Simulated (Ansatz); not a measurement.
Response to strain in hypothetical cubic perovskite NaCuI3

Consider NaCuI$_{3}$ in the cubic perovskite structure (space group Pm-3m, No. 221; a hypothetical phase, not in the database extracts checked).

```
CELL_PARAMETERS angstrom
      5.42548     0.00000     0.00000
      0.00000     5.42548     0.00000
      0.00000     0.00000     5.42548
ATOMIC_POSITIONS crystal
  Na 0.00000 0.00000 0.00000
  Cu 0.50000 0.50000 0.50000
  I  0.00000 0.50000 0.50000
  I  0.50000 0.50000 0.00000
  I  0.50000 0.00000 0.50000
```

Cartesian axes are those of the cell as printed.

Strains are applied to the cell and any free atomic positions relax; under biaxial strain the out-of-plane vector relaxes too.

Level of theory: Kohn–Sham DFT with the PBEsol functional, run in Ansatz (an electronic-structure program) with PAW and 420 eV plane waves, without spin-orbit coupling.

Notes on the quantities. pressure: mean of the normal stresses, compression positive; energy relative to the base: free energy F.

```tsv
change	pressure	energy relative to the base	volume per atom
base	0.0 GPa	0 meV/atom	31.94 Å³
biaxial strain −2.92 %, plane normal [001], relaxed out of plane	0.9 GPa	+8.0 meV/atom	31.19 Å³
biaxial strain +1.51 %, plane normal [001], relaxed out of plane	-0.4 GPa	+2.0 meV/atom	[?]
biaxial strain +2.27 %, plane normal [001], relaxed out of plane	-0.6 GPa	+4.4 meV/atom	32.73 Å³
biaxial strain −4.33 %, plane normal [111], relaxed out of plane	1.2 GPa	[?]	30.91 Å³
biaxial strain −3.64 %, plane normal [111], relaxed out of plane	1.0 GPa	[?]	31.07 Å³
isotropic strain −1.44 %	1.5 GPa	+6.0 meV/atom	30.58 Å³
uniaxial strain ε_xx = +2.73 %	-0.7 GPa	+3.0 meV/atom	32.81 Å³
```

### Question
What belongs in the blanks?

### Answer

- biaxial strain +1.51 %, plane normal [001], relaxed out of plane, volume per atom: 32.45 Å³
- biaxial strain −4.33 %, plane normal [111], relaxed out of plane, energy relative to the base: +15 meV/atom
- biaxial strain −3.64 %, plane normal [111], relaxed out of plane, energy relative to the base: +10 meV/atom

Without a gap, meshes like the base's 9×9×9 leave anisotropic stresses uncertain by several tenths of a GPa, and small strain energies with them. Whether these cells are dynamically stable was not tested. All final runs are without spin polarisation. An odd electron count without spin: NaCuI3. Many cubic perovskites are stable only at high temperature; tilts and polar distortions were not tested.
